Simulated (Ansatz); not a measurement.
BaAlHO2 (model structure, started from the SrVO2H type, P4/mmm, No. 123, 5 atoms in the cell), treated with LDA (plane waves, PAW; Ansatz, a first-principles code).

Settings: plane-wave cutoff 520 eV, 8×8×10 k mesh (along the axes of the cell as run), Fermi–Dirac smearing 0.01 eV, scalar-relativistic PAW data made under PBE.

Cell (relaxed at this level):

```
CELL_PARAMETERS angstrom
      3.77922     0.00000     0.00000
      0.00000     3.77922     0.00000
      0.00000     0.00000     3.92356
ATOMIC_POSITIONS crystal
  Ba 0.50000 0.50000 0.50000
  Al 0.00000 0.00000 0.00000
  O  0.50000 0.00000 0.00000
  O  0.00000 0.50000 0.00000
  H  0.00000 0.00000 0.50000
```

Q: Predict the band gap, direct gap at Γ and bulk modulus.

A: 
* **band gap**: 2.83 eV (on the SCF k mesh)
* **direct gap at Γ**: 4.89 eV
* **bulk modulus**: 144 GPa

Note: the bulk modulus is −V dP/dV from two relaxed cells at ±2 % in volume; the relaxation could raise the start's symmetry but not lower it, so the cell can be a saddle point.

Spin–orbit coupling is not included.

A model structure was made by putting elements into a prototype or built by hand; it is no filed structure, need not be a known phase, and can be a saddle point held by its symmetry.
